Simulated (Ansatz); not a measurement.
Base system: SnO2 in the rutile structure (space group P4_2/mnm, No. 136; a = 4.769 Å, c = 3.212 Å).

Structures relaxed with PBEsol (Ansatz, an electronic-structure program, PAW, without spin-orbit coupling).

Base:

Simulated powder pattern, Co Kα, λ = 1.79026 Å (kinematic, ideal powder, no thermal factors, no anomalous dispersion; the 8 strongest lines at most, above 2 %, up to 2θ = 90°):

```csv
2θ (°),I/Imax (%),hkl
30.79,100,(110)
39.27,80,(101)
44.10,22,(200)
60.50,63,(211)
64.13,15,(220)
72.82,14,(310)
76.24,15,(112)
77.84,19,(301)
```

After one change:

Simulated powder pattern, Co Kα, λ = 1.79026 Å (kinematic, ideal powder, no thermal factors, no anomalous dispersion; the 8 strongest lines at most, above 2 %, up to 2θ = 90°):

```json
[
 {"2θ (°)": "31.36", "I/Imax (%)": "100"},
 {"2θ (°)": "40.02", "I/Imax (%)": "80"},
 {"2θ (°)": "44.95", "I/Imax (%)": "22"},
 {"2θ (°)": "61.73", "I/Imax (%)": "63"},
 {"2θ (°)": "65.45", "I/Imax (%)": "15"},
 {"2θ (°)": "74.37", "I/Imax (%)": "14"},
 {"2θ (°)": "77.90", "I/Imax (%)": "15"},
 {"2θ (°)": "79.55", "I/Imax (%)": "19"}
]
```

Problem. Which of these changes matches the shifts?
A) isotropic strain −3.00 %
B) isotropic strain −2.40 %
C) isotropic strain −1.80 %
D) isotropic strain −0.60 %

Solution. C, isotropic strain −1.80 %. Its volume per atom is 11.53 Å³ against 12.18 Å³, and its space group is P4_2/mnm (No. 136).

Whether these cells are dynamically stable was not tested.
